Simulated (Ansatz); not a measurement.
An H-capped Sn nanowire along [110], 6 atoms a period besides the caps, stretched and compressed along its axis from its relaxed period of 4.783 Å, atoms relaxed at each length.

All values below come from PBE (plane waves to 420 eV, PAW; Ansatz, an electronic-structure program). Mesh 1×1×8. No spin polarisation. One-dimensional cell, images about 11 Å apart. An idealised model, cut from the bulk lattice. It keeps the symmetry and period of its start, so it need not be a minimum against all distortions. Values not marked SOC lack spin–orbit coupling. Buckling under compression is shut out by symmetry and the short period. Energies are free energies at a Fermi–Dirac width of 0.02 eV, from the unstrained cell.

```csv
strain (%),energy (meV a period),axial force (nN),PBE gap (eV)
-3.0,___,___,___
-1.5,+11,-0.49,1.94
0.0,0,-0.02,1.90
+1.5,___,___,___
+3.0,+36,+0.79,1.80
+6.0,+138,+1.46,1.69
```

**Question.** What belongs in the gaps?

**Answer.** 
- -3.0, energy (meV a period): +44
- -3.0, axial force (nN): -1.00
- -3.0, PBE gap (eV): 1.97
- +1.5, energy (meV a period): +9
- +1.5, axial force (nN): +0.39
- +1.5, PBE gap (eV): 1.86
